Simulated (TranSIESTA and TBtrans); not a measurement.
Junction: Ge chain with one bond stretched by 0.6 Å. Leads: straight Ge chain, spacing 2.4 Å. Geometry: as built, not relaxed. Transport runs along z; the first 6 and the last 6 of the 20 atoms are the lead cells, repeated to infinity.

```xyz
20
Lattice="9.000 0.000 0.000 0.000 9.000 0.000 0.000 0.000 48.600" Properties=species:S:1:pos:R:3 pbc="F F T"
Ge     4.500     4.500     0.000
Ge     4.500     4.500     2.400
Ge     4.500     4.500     4.800
Ge     4.500     4.500     7.200
Ge     4.500     4.500     9.600
Ge     4.500     4.500    12.000
Ge     4.500     4.500    14.400
Ge     4.500     4.500    16.800
Ge     4.500     4.500    19.200
Ge     4.500     4.500    21.600
Ge     4.500     4.500    24.600
Ge     4.500     4.500    27.000
Ge     4.500     4.500    29.400
Ge     4.500     4.500    31.800
Ge     4.500     4.500    34.200
Ge     4.500     4.500    36.600
Ge     4.500     4.500    39.000
Ge     4.500     4.500    41.400
Ge     4.500     4.500    43.800
Ge     4.500     4.500    46.200
```

Run with TranSIESTA and TBtrans (open boundaries, self-consistent; PseudoDojo norm-conserving potentials, scalar-relativistic): PAO.BasisSize DZP, PAO.EnergyShift 0.15 eV, XC.Authors PBE, Mesh.Cutoff 200 Ry, ElectronicTemperature 300 K, TS.Voltage 0.0 eV, TBT.Elecs.Eta 0.001 eV, no spin polarisation.

Energies count from the leads' Fermi level. Transmissions are for one spin of a degenerate pair. The energy step is 0.01 eV; narrower resonances are cut or missed.

| E (eV) | T |
|---|---|
| -0.20 | 2.15 |
| -0.15 | 2.19 |
| -0.10 | 2.21 |
| -0.05 | 2.23 |
| 0.00 | 2.24 |
| 0.05 | 2.23 |
| 0.10 | 2.23 |
| 0.15 | 2.21 |
| 0.20 | 2.20 |

Give the zero-bias conductance in μS and the resistance at 300 K.

At the Fermi level T = 2.24. Averaged with −∂f/∂E over the full grid (kT = 25.9 meV) it is 2.23. With G0 = 2e²/h = 77.48 μS, G = 173 μS and R = 1/G = 5.78 kΩ.

The eigenchannels at the Fermi level transmit 0.793, 0.721, 0.721. What Fano factor of the shot noise follows at low temperature and bias?

F = Σ τ(1 − τ)/Σ τ = 0.566/2.23 = 0.25.

The straight chain is held at its spacing; free chains may zigzag or dimerise. No spin-polarised start was tried, so a magnetic state, if there is one, is missed.
